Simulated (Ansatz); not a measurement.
**NaOH: Na → Mg**

The parent structure is NaOH (space group P2_1, No. 4; a = 3.493 Å, b = 3.394 Å, c = 5.094 Å, α = γ = 90.00°, β = 106.12°; a cell from a computed database, its experimental status unchecked).

The change: every Na is replaced by Mg; the structure is relaxed again.

The values are results of PBEsol (Ansatz, a first-principles code, PAW, without spin-orbit coupling), not measurements. k-mesh 15×15×11 (Γ-centred); smearing 0.05 eV (Fermi–Dirac), for the changed cell.

The volume per atom grows by 2.36 Å³, from 9.67 Å³ to 12.03 Å³ and the density drops by 0.39 g/cm³ (2.29 g/cm³ → 1.90 g/cm³). The space group becomes Cmc2_1 (No. 36) (base: P2_1 (No. 4)) and the shortest interatomic distance goes up by 0.0067 Å, from 0.992 Å to 0.998 Å. The band gap becomes zero (base: 3.63 eV).

Final structure:

```xyz
6
Lattice="1.6898 -5.0510 0.0000 1.6898 5.0510 0.0000 0.0000 0.0000 4.2275" Properties=species:S:1:pos:R:3 pbc="T T T"
Mg     1.6898    -3.6783     0.1840
Mg     1.6898     3.6783     2.2978
H      1.6898    -1.2131     0.6348
H      1.6898     1.2131     2.7486
O      1.6898    -1.9620     1.2951
O      1.6898     1.9620     3.4089
```

No phonon test of stability was made. As relaxed here, MgOH is a hypothetical phase, not in the database extracts checked. The final runs are not spin-polarised.
